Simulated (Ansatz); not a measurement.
MgCd2P2 (model structure, started from the CaAl2Si2 type, P-3m1, No. 164, 5 atoms in the cell)

Method: r²SCAN (Ansatz, a first-principles code, plane waves, PAW).

Numerical settings: plane-wave cutoff 560 eV, 18×18×8 k mesh (along the axes of the cell as run), Fermi–Dirac smearing 0.05 eV, scalar-relativistic PAW data made under PBE.

Cell (relaxed with PBEsol):

```
Cd2MgP2
1.0
    4.15188     0.00000     0.00000
   -2.07594     3.59563     0.00000
    0.00000     0.00000     6.71901
Mg Cd P
1 2 2
Cartesian
  0.00000   0.00000   0.00000
  0.00000   2.39709   4.26715
  2.07594   1.19855   2.45187
  0.00000   2.39709   1.46198
  2.07594   1.19855   5.25704
```

```json
{
  "band_gap": "0.79 eV (on the SCF k mesh)"
}
```

Note: the relaxation could raise the start's symmetry but not lower it, so the cell can be a saddle point; cell and atoms aren't relaxed at this level (largest force component 0.03 eV/Å, pressure 1.9 GPa).

Spin–orbit coupling is not included.

Computing time: very roughly 90 core-seconds.

A model structure was made by putting elements into a prototype or built by hand; it is no filed structure, need not be a known phase, and can be a saddle point held by its symmetry.
